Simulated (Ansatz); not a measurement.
Take GaN in the zinc blende structure (space group F-43m, No. 216) as the base.

```
CELL_PARAMETERS angstrom
      0.00000     2.24908     2.24908
      2.24908     0.00000     2.24908
      2.24908     2.24908     0.00000
ATOMIC_POSITIONS crystal
  N  0.75000 0.75000 0.75000
  Ga 0.00000 0.00000 0.00000
```

Cartesian axes are those of the cell as printed.

Computed with Ansatz (a first-principles code) r2SCAN, no SOC, earlier PAW set.

Before the change:

```
Quantity                         Value
-----------------------------  -------
Shortest interatomic distance  1.948 Å
```

The change: strain tensor (xx, yy, zz, yz, xz, xy) = (+1.25, +0.78, −0.36, −0.16, −0.86, −0.28) %; the atoms relax in the strained cell.

Estimate the effect on the shortest interatomic distance and energy relative to the base.

The shortest interatomic distance goes up by 0.003 Å (1.948 Å → 1.951 Å); the energy grows by 4.4 meV/atom.

Stability against distortions was not tested. This is not the structure that GaN has at room temperature and ambient pressure.
